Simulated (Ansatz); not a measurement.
## What uniaxial strain ε_xx = +1.30 % does to Ge

Base system: Ge (space group Im-3m, No. 229; a = 7.005 Å; a model cell, its experimental status unchecked). Axes: x, y, z lie along the cube axes.

Modification: the cell is stretched by 1.30 % along x with no lateral relaxation; the atoms relax in the strained cell.

All numbers come from DFT with PBEsol, PAW potentials and a 420 eV plane-wave cutoff in Ansatz (a first-principles code), scalar-relativistic without spin-orbit coupling. Γ-centred 10×10×10 mesh, Fermi–Dirac width 0.05 eV.

The volume per atom rises by 0.37 Å³ (28.65 Å³ → 29.02 Å³) and the space group changes from Im-3m (No. 229) to I4/mmm (No. 139). The energy rises by 1.4 meV/atom and the pressure (mean of the normal stresses, compression positive) goes from zero to -0.6 GPa. The band gap stays zero and the stress (xx, yy, zz, yz, xz, xy; compression positive) amounts to (-1.2, -0.3, -0.3, 0.0, 0.0, 0.0) GPa (rough).

Without a gap, meshes like the base's 10×10×10 leave anisotropic stresses uncertain by several tenths of a GPa, and small strain energies with them. Whether these cells are dynamically stable was not tested. This is not the structure that Ge has at room temperature and ambient pressure. The zero or small gap of Ge can change with the level of theory.
